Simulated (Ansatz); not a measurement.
A periodic model of amorphous W24Si24:

```xyz
48
Lattice="9.0171 -0.1450 0.1892 -0.1450 8.9844 -0.1111 0.1892 -0.1111 8.8784" Properties=species:S:1:pos:R:3 pbc="T T T"
W      0.9850     7.7981     3.4896
W      7.1842     6.5636     3.2444
W      0.9770     3.9164     5.9136
W      3.3715     3.9150     3.9926
W      3.6990     2.2905     6.3947
W      2.7831     6.1604     5.5527
W      1.9294     3.7672     1.6801
W      0.4117     6.3229     7.2602
W      5.4668     0.9334     8.6535
W      7.2294     4.7198     7.9891
W      6.2493     0.1861     6.0773
W      8.0410     0.5161     3.7354
W      0.4004     5.9892     1.1665
W      1.5263     1.9150     3.9532
W      8.2238     3.5100     3.5471
W      8.0153     1.7452     8.2451
W      3.5852     0.0152     4.5822
W      4.0781     1.9502     2.1305
W      4.9991     4.6811     6.1604
W      0.8768     8.8334     8.3827
W      5.0508     6.9538     7.8570
W      2.8068     4.7545     7.9570
W      4.7594     5.3062     1.4335
W      5.7268     2.2032     4.3304
Si     6.7528     1.7929     1.8679
Si     5.1659     7.0160     5.0631
Si     1.0747     5.2490     3.7282
Si     4.7948     3.3833     8.7087
Si     6.2006     2.6491     6.8280
Si     6.7317     6.7138     0.7402
Si     3.5522     8.7332     6.9680
Si     2.3129     0.0911     1.8620
Si     8.2087     1.9965     5.6379
Si     0.2079     1.9099     1.4577
Si     1.2779     1.5740     6.7143
Si     4.3234     8.0364     1.2865
Si     8.0404     7.5643     5.4257
Si     3.0354     6.4306     2.8872
Si     5.5805     8.6519     3.2451
Si     2.8000     1.7724     8.8226
Si     0.5071     3.8469     8.5107
Si     1.3473     8.2397     5.8873
Si     7.6967     5.1126     5.5031
Si     7.1466     4.3890     1.5480
Si     7.4554     8.1717     7.8361
Si     5.7649     4.5903     3.6355
Si     2.6261     7.0707     8.7400
Si     8.4764     8.1854     1.7014
```

All values below come from PBE, scalar-relativistic without spin-orbit coupling (plane waves to 420 eV, PAW; Ansatz, a quantum-chemistry and plane-wave program).

Preparation: random packing, a CHGNet melt and quench, and a DFT relaxation. The hot cell started wider than the set density and was brought back towards it in steps. It is the lowest in DFT energy of 2 quenches. It is a model cell: composition and starting density were chosen by hand, and all elements were melted together. No dispersion term was used. Its density started from a set value of 11.46 and ended at 11.75 g/cm³. The simulated quench (nominally 200 K/ps over its main leg) is rapid and tends to freeze in more defects than a deposited or slowly cooled glass has. A cell of this size samples the disorder only roughly. Volume and shape were free in the relaxation. Stress components on the final sampling reach 0.6 GPa. On a 2×2×2 Γ-centred mesh force components of up to 0.42 eV/Å stay, since the relaxation ran on one k-point at (1/4, 1/4, 1/4).

Bonds are counted up to W-W 3.66 Å, W-Si 3.18 Å, Si-Si 2.70 Å.

Question: Give the coordination numbers, mean bond lengths and angles.

Answer: 
- Mean coordination of W = 12.88 (9 with 12, 10 with 13, 4 with 14, 1 with 15)
- Mean coordination of Si = 8.04 (5 with 7, 13 with 8, 6 with 9)
- Mean W-W bond = 3.017 Å (spread 0.210 Å, 84 counted)
- Mean W-Si bond = 2.657 Å (spread 0.158 Å, 141 counted)
- Mean Si-Si bond = 2.520 Å (spread 0.079 Å, 26 counted)
- Bond angle at W = mean 96.2°, spread 34.3°
- Bond angle at Si = mean 98.4°, spread 32.3°

Question: What Bader charges do the atoms carry, from a run on one k-point at (1/4, 1/4, 1/4)?

Answer: Means (range): W +0.20 e (+0.01 to +0.31), Si -0.20 e (-0.41 to -0.02).
```csv
atom,charge (e)
W1,+0.04
W2,+0.26
W3,+0.19
W4,+0.15
W5,+0.21
W6,+0.28
W7,+0.19
W8,+0.30
W9,+0.24
W10,+0.17
W11,+0.27
W12,+0.01
W13,+0.31
W14,+0.27
W15,+0.21
W16,+0.29
W17,+0.20
W18,+0.23
W19,+0.14
W20,+0.07
W21,+0.24
W22,+0.11
W23,+0.21
W24,+0.22
Si25,-0.25
Si26,-0.22
Si27,-0.34
Si28,-0.15
Si29,-0.41
Si30,-0.31
Si31,-0.21
Si32,-0.02
Si33,-0.27
Si34,-0.10
Si35,-0.22
Si36,-0.19
Si37,-0.26
Si38,-0.13
Si39,-0.16
Si40,-0.13
Si41,-0.32
Si42,-0.22
Si43,-0.16
Si44,-0.13
Si45,-0.21
Si46,-0.21
Si47,-0.13
Si48,-0.07
```
